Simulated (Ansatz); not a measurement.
The cell is made up: elements placed on another compound's structure type, so the phase may be hypothetical.

Tunnelling through a barrier is set by its complex band structure: the current falls as exp(−2κd) with the smallest κ.

Given:

```
Hf3Lu4O12
1.0
    5.55156     0.00000     0.00000
   -2.77578     4.80780     0.00000
    2.77578    -1.60260     8.99064
Lu Hf O
4 3 12
Cartesian
  0.00000   3.20520   4.99114
  5.55156   0.00000   3.99950
  0.00000   3.20520   1.68518
  5.55156   0.00000   7.30546
  0.00000   0.00000   0.00000
  2.77578   1.60260   6.63073
  2.77578   1.60260   2.35991
  1.62045   0.15897   5.64094
  3.93112   3.04622   3.34970
  2.10323   3.32496   5.64094
  3.44833  -0.11976   3.34970
  4.60367   1.32386   5.64094
  0.94790   1.88134   3.34970
  1.73085   0.23473   1.15461
  3.82071   2.97046   7.83602
  2.11364   3.19147   1.15461
  3.43792   0.01373   7.83602
  4.48285   1.38160   1.15461
  1.06871   1.82360   7.83602
```

Space group of this cell: R-3. The cell was relaxed by PBE-D3(BJ); by r2SCAN its mean pressure is -1.8 GPa.

Transport runs along the normal of the first two printed cell vectors.

No gap correction and no spin-orbit coupling; mid-gap values are interpolated between computed energies.

Task: Predict the band gap and the smallest decay constant κ at mid-gap from r2SCAN (Ansatz, a first-principles code).

Result: Gap 4.89 eV on a 6×6×6 mesh; κ = 0.380 1/Å, at the zone centre.
